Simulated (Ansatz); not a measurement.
The parent structure is MgTe in the wurtzite structure (space group P6_3mc, No. 186; a = 4.561 Å, c = 7.413 Å). Axes: x lies along a and z along c of the hexagonal cell.

Perturbation: uniaxial stress, 2 GPa compression along z; all other stress components relax to zero.

Levels (all Ansatz, a program for electronic structure, PAW, earlier PAW set): PBEsol (420 eV, no spin-orbit coupling); HSE06 (420 eV, scalar-relativistic without spin-orbit coupling); PBEsol+SOC (420 eV, noncollinear with spin-orbit coupling).

At the geometry relaxed with PBEsol, these levels gave the following band gaps, in shuffled order: (a) 1.91 eV, (b) 2.92 eV, (c) 2.07 eV.

Match each gap to its level.

(a) PBEsol+SOC; (b) HSE06; (c) PBEsol.

Single points use the geometry relaxed with PBEsol. Differences between runs with and without spin-orbit coupling are approximate. Spin-orbit coupling, missing from the scalar runs, can matter with Te. Load acts through the strain it causes; cell and atoms are relaxed under it. Stability under load was not tested beyond the relaxation.
